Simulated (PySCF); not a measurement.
We consider antifluorite K₂S, described by G0W0@PBE (PySCF, GTH pseudopotentials, Gaussian basis, analytic continuation).

The same calculation (at the measured cell, 33.646 Å³/atom) with different numerical settings; throughout: k mesh 2×2×2:

```
run  basis  gap over the k-points evaluated (eV)
---  -----  ------------------------------------
1       DZ                                 3.713
2       TZ                                 3.865
3       QZ                                 3.913
```

In the column gap over the k-points evaluated (eV) the first row differs from the last by -0.200 and the next to last by -0.048.

The last row is no converged limit: other settings stay fixed.
